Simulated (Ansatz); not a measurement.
**Mo: response to strain**

Start from Mo in the bcc (W type) structure (space group Im-3m, No. 229; a = 3.151 Å). Axes: x, y, z lie along the cube axes.

Strains are applied to the cell and any free atomic positions relax; under biaxial strain the out-of-plane vector relaxes too.

Computed with r2SCAN in Ansatz (plane waves to 500 eV, PAW, no spin-orbit coupling).

Candidates:
(a) uniaxial strain ε_xx = +1.06 %
(b) uniaxial strain ε_zz = +5.83 %
(c) biaxial strain −1.76 %, plane normal [111], relaxed out of plane
(d) tensor shear ε_yz = −3.10 %

Notes on the quantities. energy relative to the base: free energy F.

Question: Order them by energy relative to the base, highest first.

Answer: (b) uniaxial strain ε_zz = +5.83 % (+71 meV/atom), (d) tensor shear ε_yz = −3.10 % (+19 meV/atom), (c) biaxial strain −1.76 %, plane normal [111], relaxed out of plane (+12 meV/atom), (a) uniaxial strain ε_xx = +1.06 % (+2.6 meV/atom)

Without a gap, meshes like the base's 21×21×21 leave anisotropic stresses uncertain by several tenths of a GPa, and small strain energies with them. Stability against distortions was not tested. All final runs are without spin polarisation.

Ansatz is a first-principles code.
